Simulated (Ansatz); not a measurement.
Consider HfC in the rock salt structure (space group Fm-3m, No. 225; a = 4.607 Å; relaxed with 0.1 eV smearing).

Method: Ansatz (an electronic-structure program) PBEsol, no spin-orbit coupling.

Strains are applied to the cell and any free atomic positions relax.

One change was made to it. Results:

The pressure goes from zero to 12.3 GPa; the energy increases by 20 meV/atom; the band gap remains zero.

Q: What was done to the base?
A) isotropic strain +1.00 %
B) isotropic strain −1.50 %
C) isotropic strain −3.00 %

A: B, isotropic strain −1.50 %. For comparison, the energy relative to the base in the other runs: isotropic strain +1.00 % gives +8.3 meV/atom; isotropic strain −3.00 % gives +84 meV/atom.

Whether these cells are dynamically stable was not tested. The final runs are not spin-polarised.
